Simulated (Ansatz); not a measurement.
# Refining one setting for AsPt (P6/mmm, 6 atoms in the cell)

```xyz
6
Lattice="5.3603 0.0000 0.0000 -2.6801 4.6421 0.0000 0.0000 0.0000 4.3253" Properties=species:S:1:pos:R:3 pbc="T T T"
Pt     2.6801     0.0000     0.0000
Pt     1.3401     2.3211     0.0000
Pt    -1.3401     2.3211     0.0000
As     0.0000     0.0000     0.0000
As     0.0000     3.0947     2.1626
As     2.6801     1.5474     2.1626
```

Computed with PBE (plane waves, PAW; Ansatz, a first-principles code).

The starting cell was generated: these elements placed on a structure prototype, without a prior relaxation; it need not be a known phase or ordering of this composition. Spin polarisation is off; with an odd number of electrons in the cell that forces a metal, and a magnetic state may lie lower. In the base run, with a pressure of about 13 GPa the cell is away from its equilibrium volume at this level. Ansatz's pressure includes its estimate of the finite-basis (Pulay) stress. Without a gap this mesh is coarse (it stands for a supercell whose shortest vector is 17 Å).

Held fixed: kpoints.mp_grid.grid = 4 4 4; hamiltonian.xc = pbe; hamiltonian.pseudopotentials = {kind: paw} (the program's default PAW files); scf.occupations.method = cold; scf.occupations.width = 0.136 eV.

ΔF is the free energy per atom less that of the last row (840 eV).

The first pressure column holds Ansatz's estimate of the finite-basis (Pulay) stress, which hides part of the cutoff error; the other is without it.

```json
[
 {"basis.ecutwfc": "170 eV", "ΔF (meV/atom)": "20196.9", "pressure (GPa)": "7.31", "pressure at a fixed set of plane waves (GPa)": "-652.83", "plane waves": "549", "iterations": "10"},
 {"basis.ecutwfc": "210 eV", "ΔF (meV/atom)": "5311.0", "pressure (GPa)": "6.77", "pressure at a fixed set of plane waves (GPa)": "-228.93", "plane waves": "743", "iterations": "8"},
 {"basis.ecutwfc": "250 eV", "ΔF (meV/atom)": "1138.6", "pressure (GPa)": "14.81", "pressure at a fixed set of plane waves (GPa)": "-56.63", "plane waves": "971", "iterations": "7"},
 {"basis.ecutwfc": "295 eV", "ΔF (meV/atom)": "137.5", "pressure (GPa)": "13.83", "pressure at a fixed set of plane waves (GPa)": "1.13", "plane waves": "1255", "iterations": "8"},
 {"basis.ecutwfc": "335 eV", "ΔF (meV/atom)": "15.1", "pressure (GPa)": "12.93", "pressure at a fixed set of plane waves (GPa)": "11.30", "plane waves": "1495", "iterations": "8"},
 {"basis.ecutwfc": "380 eV", "ΔF (meV/atom)": "2.7", "pressure (GPa)": "12.90", "pressure at a fixed set of plane waves (GPa)": "12.80", "plane waves": "1819", "iterations": "8"},
 {"basis.ecutwfc": "420 eV", "ΔF (meV/atom)": "1.76", "pressure (GPa)": "12.89", "pressure at a fixed set of plane waves (GPa)": "12.84", "plane waves": "2097", "iterations": "8"},
 {"basis.ecutwfc": "485 eV", "ΔF (meV/atom)": "0.57", "pressure (GPa)": "12.87", "pressure at a fixed set of plane waves (GPa)": "12.84", "plane waves": "2667", "iterations": "8"},
 {"basis.ecutwfc": "545 eV", "ΔF (meV/atom)": "0.22", "pressure (GPa)": "12.87", "pressure at a fixed set of plane waves (GPa)": "12.86", "plane waves": "3143", "iterations": "8"},
 {"basis.ecutwfc": "630 eV", "ΔF (meV/atom)": "0.08", "pressure (GPa)": "12.86", "pressure at a fixed set of plane waves (GPa)": "12.86", "plane waves": "3809", "iterations": "8"},
 {"basis.ecutwfc": "735 eV", "ΔF (meV/atom)": "0.03", "pressure (GPa)": "12.86", "pressure at a fixed set of plane waves (GPa)": "12.86", "plane waves": "4897", "iterations": "8"},
 {"basis.ecutwfc": "840 eV", "ΔF (meV/atom)": "0.00", "pressure (GPa)": "12.86", "pressure at a fixed set of plane waves (GPa)": "12.86", "plane waves": "5937", "iterations": "8"}
]
```

Pressure within 0.05 GPa of the last row: from basis.ecutwfc = 380 eV on; the one before it is off by 0.066 GPa. The value it settles on is 12.86 GPa at this level of theory and with the other settings as held.

Keys are those of Ansatz 0.2.
